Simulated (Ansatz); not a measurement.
The starting structures come from a database of crystals and need not be the phases stable at ambient conditions.

 Where the default PAW files enter, the runs use the earlier of Ansatz's two default sets.

Given:

```yaml
crystal:
  lattice:
    - [5.75477, 0.00000, 0.00000]
    - [2.87739, 6.48699, 0.00000]
    - [2.87739, -1.27630, 2.57884]
  atoms:
    - { symbol: La, position: [0.78429, 0.71571, 0.21571] }
    - { symbol: La, position: [0.71571, 0.28429, 0.78429] }
    - { symbol: O, position: [0.50000, 0.50000, 0.50000] }
    - { symbol: O, position: [0.00000, 0.50000, 0.50000] }
    - { symbol: F, position: [0.50000, 0.00000, 0.00000] }
    - { symbol: F, position: [0.00000, 0.00000, 0.00000] }
```

Space group of this cell: P4/nmm. The cell is taken as given; by r2SCAN its mean pressure is 0.7 GPa.

Transport runs along the normal of the first two printed cell vectors, the (111) plane of the conventional cell.

The gap is the functional's own. No spin-orbit coupling. Mid-gap values are interpolated on the energy grid.

Question: Estimate the band gap and the smallest decay constant κ at mid-gap that r2SCAN (Ansatz, a quantum-chemistry and plane-wave program) returns for this system.

Answer: Gap 5.06 eV on a 12×12×12 mesh; κ = 0.459 1/Å, at the zone centre.
